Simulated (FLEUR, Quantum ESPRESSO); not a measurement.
A FLEUR input for a self-consistent single point of MoS2 (P-3m1, 3 atoms in the cell) (DFT, LDA (Perdew-Zunger), all-electron FLAPW (FLEUR), scalar-relativistic valence):

Input of the input generator:

```
scf MoS2
&input film=f /
5.9770352455 -0.0000004026 0.0000000000
-2.9885172741 5.1762645632 0.0000000000
0.0000000000 0.0000000000 11.6902634364
1.0
1.0 1.0 1.0

3
42 0.0000000000 0.0000000000 0.5000000000
16 0.3333333333 0.6666666667 0.2553200000
16 0.6666666667 0.3333333333 0.7446800000

&comp jspins=1 /
&exco xctyp='pz' /
&kpt div1=15 div2=15 div3=7 /
&end /
```

```xml
<?xml version="1.0" encoding="UTF-8" standalone="no"?>
<fleurInput fleurInputVersion="0.39">
   <comment>
      scf MoS2                                                                                            
   </comment>
   <calculationSetup>
      <cutoffs Kmax="3.9" Gmax="11.7" GmaxXC="11.7" numbands="0"/>
      <scfLoop itmax="60" minDistance="0.00001" maxIterBroyd="15" imix="Anderson" alpha="0.05" precondParam="0.0" spinf="2.0"/>
      <coreElectrons ctail="T" frcor="F" kcrel="0" coretail_lmax="0"/>
      <xcFunctional name="pz" relativisticCorrections="F"/>
      <magnetism jspins="1"/>
      <soc l_soc="F" theta="0.0" phi="0.0" spav="F"/>
      <expertModes spex="0" secvar="F"/>
      <geometryOptimization l_f="T" forcealpha="1.0" forcemix="BFGS" epsdisp="0.00001" epsforce="0.00001"/>
      <ldaU l_linMix="F" mixParam="0.05" spinf="1.0"/>
   </calculationSetup>
   <cell>
      <bzIntegration valenceElectrons="26.0" mode="gauss" fermiSmearingEnergy="0.00367493">
         <kPointListSelection listName="default-1"/>
         <!-- k-points included here -->
         <xi:include xmlns:xi="http://www.w3.org/2001/XInclude" href="kpts.xml"> </xi:include>
      </bzIntegration>
      <!-- symmetry operations included here -->
      <xi:include xmlns:xi="http://www.w3.org/2001/XInclude" href="sym.xml"> </xi:include>
      <bulkLattice scale="1.0">
         <bravaisMatrix>
            <row-1>    5.9770352454999998    -0.0000004026000000     0.0000000000000000</row-1>
            <row-2>   -2.9885172740999999     5.1762645632000002     0.0000000000000000</row-2>
            <row-3>    0.0000000000000000     0.0000000000000000    11.6902634364000004</row-3>
         </bravaisMatrix>
      </bulkLattice>
   </cell>
   <atomSpecies>
      <species name="Molybdenum (Mo)" element="Mo" atomicNumber="42">
         <mtSphere radius="2.53" gridPoints="893" logIncrement="0.014"/>
         <atomicCutoffs lmax="10" lnonsphr="8"/>
         <electronConfig flipSpins="F">
            <coreConfig>(1s1/2) (2s1/2) (2p1/2) (2p3/2) (3s1/2) (3p1/2) (3p3/2) (3d3/2) (3d5/2)</coreConfig>
            <valenceConfig>(4s1/2) (4p1/2) (4p3/2) (5s1/2) (4d3/2) (4d5/2)</valenceConfig>
            <stateOccupation state="(5s1/2)" spinUp="0.5" spinDown="0.5"/>
            <stateOccupation state="(4d3/2)" spinUp="1.0" spinDown="1.0"/>
            <stateOccupation state="(4d5/2)" spinUp="1.5" spinDown="1.5"/>
         </electronConfig>
         <energyParameters s="5" p="5" d="4" f="4"/>
         <lo type="SCLO" l="0" n="4" eDeriv="0"/>
         <lo type="SCLO" l="1" n="4" eDeriv="0"/>
      </species>
      <species name="Sulfur (S)" element="S" atomicNumber="16">
         <mtSphere radius="1.65" gridPoints="583" logIncrement="0.02"/>
         <atomicCutoffs lmax="6" lnonsphr="4"/>
         <electronConfig flipSpins="F">
            <coreConfig>(1s1/2) (2s1/2) (2p1/2) (2p3/2)</coreConfig>
            <valenceConfig>(3s1/2) (3p1/2) (3p3/2)</valenceConfig>
            <stateOccupation state="(3p1/2)" spinUp="0.6666666666667" spinDown="0.6666666666667"/>
            <stateOccupation state="(3p3/2)" spinUp="1.3333333333333" spinDown="1.3333333333333"/>
         </electronConfig>
         <energyParameters s="3" p="3" d="3" f="4"/>
      </species>
   </atomSpecies>
   <atomGroups>
      <atomGroup species="Molybdenum (Mo)">
         <relPos label="                   1">.0000000000 .0000000000 1.000/2.000</relPos>
         <force calculate="T" relaxXYZ="TTT"/>
      </atomGroup>
      <atomGroup species="Sulfur (S)">
         <relPos label="                   2">1.000/3.000 -1.000/3.000 .2553200000</relPos>
         <relPos label="                   3">-1.000/3.000 1.000/3.000 -.2553200000</relPos>
         <force calculate="T" relaxXYZ="TTT"/>
      </atomGroup>
   </atomGroups>
   <output dos="F" band="F" slice="F">
      <checks vchk="F" cdinf="F"/>
      <bandDOS minEnergy="-.5*Htr" maxEnergy="0.5*Htr" sigma="0.015" storeEVData="T"/>
      <vacuumDOS vacdos="F" integ="F" star="F" nstars="0" locx1="0.0" locy1="0.0" locx2="0.0" locy2="0.0" nstm="0" tworkf="0.0"/>
      <unfoldingBand unfoldBand="F" supercellX="1" supercellY="1" supercellZ="1"/>
      <plotting iplot="0" polar="F">
         <plot TwoD="T" vec1="  1.0  0.0  0.0" vec2="  0.0  1.0  0.0" vec3="  0.0  0.0  1.0" zero="  0.0  0.0  0.0" file="plot"/>
      </plotting>
      <chargeDensitySlicing numkpt="0" minEigenval="0.0" maxEigenval="0.0" nnne="0" pallst="F"/>
      <specialOutput eonly="F"/>
      <magneticCircularDichroism mcd="F" energyLo="-10.0" energyUp="0.0"/>
   </output>
  <!-- We include the file relax.xml here to enable relaxations (see documentation) -->
  <xi:include xmlns:xi="http://www.w3.org/2001/XInclude" href="relax.xml"> <xi:fallback/> </xi:include>
</fleurInput>
```

**Question.** Write the same calculation as an input for Quantum ESPRESSO.

**Answer.** One input that does it (others would too):

```fortran
&control
 calculation = 'scf',
 outdir = './work',
 pseudo_dir = './',
 tprnfor = .true.,
 tstress = .true.,
/
&system
 ibrav = 0,
 nat = 3,
 ntyp = 2,
 ecutwfc = 40,
 ecutrho = 320,
 occupations = 'smearing',
 smearing = 'gauss',
 degauss = 0.0073499,
/
&electrons
 conv_thr = 1.0d-9,
 mixing_beta = 0.7,
/
ATOMIC_SPECIES
Mo    95.9500  mo_lda_v1.uspp.F.UPF
S     32.0600  s_lda_v1.4.uspp.F.UPF
CELL_PARAMETERS bohr
   5.9770352455     0.0000000000     0.0000000000
  -2.9885176228     5.1762643620     0.0000000000
   0.0000000000     0.0000000000    11.6902634364
ATOMIC_POSITIONS crystal
Mo    0.0000000000    0.0000000000    0.5000000000
S     0.3333333333    0.6666666667    0.2553200000
S     0.6666666667    0.3333333333    0.7446800000
K_POINTS automatic
15 15 7  0 0 0
```

Basis settings and potentials, where a program has them, do not carry over. This input uses DFT, LDA (PZ), plane waves, GBRV 1.5 ultrasoft (LDA) pseudopotentials. LDA parametrisations can differ slightly between programs.

The starting cell comes from a database of computed structures (which also holds hypothetical and non-ambient phases and stackings), without a prior relaxation at this level. For this run, on top of that: lattice scaled by 0.98.
